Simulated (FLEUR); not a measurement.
Converging the k-point mesh: Rh (Fm-3m, 1 atom in the cell)

```
Rh
1.0
    0.00000     1.90950     1.90950
    1.90950     0.00000     1.90950
    1.90950     1.90950     0.00000
Rh
1
Cartesian
  0.00000   0.00000   0.00000
```

Level of theory: PBE, all-electron FLAPW (FLEUR), scalar-relativistic valence.

Base settings: Kmax = 4.2 1/bohr; GmaxXC = 16.8 1/bohr; xcFunctional = pbe; jspins = 1; l_soc = F; mode = hist; fermiSmearingEnergy = 0.00367493 Htr; mesh (inpgen div1-3) = 9 9 9; inpgen gamma flag = false; Gmax = 16.8 1/bohr.

Moved along: kpt_gamma.

The second cell is the first with its lattice scaled by 0.98.

Only quantities that move along the ladder and can be compared are tabulated.

Core times come from one kind of shared machine, to one figure; runs under 30 s give none.

The starting cell has typed, rounded lattice constants, without a prior relaxation at this level. Its lattice was rescaled by up to half a per cent. Spin polarisation is off. Values depend on the basis (sphere radii, cutoffs, local orbitals), which need not be converged.

Steps (kpt_div): 3 3 3; 5 5 5; 7 7 7; 9 9 9; 10 10 10; 13 13 13; 16 16 16; 19 19 19; 23 23 23; 32 32 32.

Task: What is the coarsest kpt_div that holds the free energy within 5 meV/atom of the last step, with all finer ones?

Result: 13 13 13, at about 0.2 of the last step's time; the step before is off by 11 meV/atom.

Task: What is the coarsest kpt_div that holds the energy of the compressed cell less the first within 1 meV/atom of the last step, with all finer ones?

Result: 9 9 9; the step before is off by 6.7 meV/atom.

| kpt_div | free energy less the last step's (meV/atom) | energy of the compressed cell less the first (meV/atom) | core time / last (rough) |
|---|---|---|---|
| 3 3 3 | 1313.05 | 200.05 | – |
| 5 5 5 | 122.90 | 80.47 | – |
| 7 7 7 | -53.90 | 58.31 | – |
| 9 9 9 | 9.37 | 65.69 | – |
| 10 10 10 | -10.53 | 64.24 | – |
| 13 13 13 | -2.96 | 65.28 | 0.2 |
| 16 16 16 | -0.97 | 65.17 | 0.2 |
| 19 19 19 | -0.57 | 64.95 | 0.2 |
| 23 23 23 | 0.15 | 65.00 | 0.5 |
| 32 32 32 | 0.00 | 65.00 | 1 |

The energy difference between the two cells stays within 1 meV/atom of the last step's from 9 9 9 on, the total only from 16 16 16 on: much of the error is common to both cells and cancels.
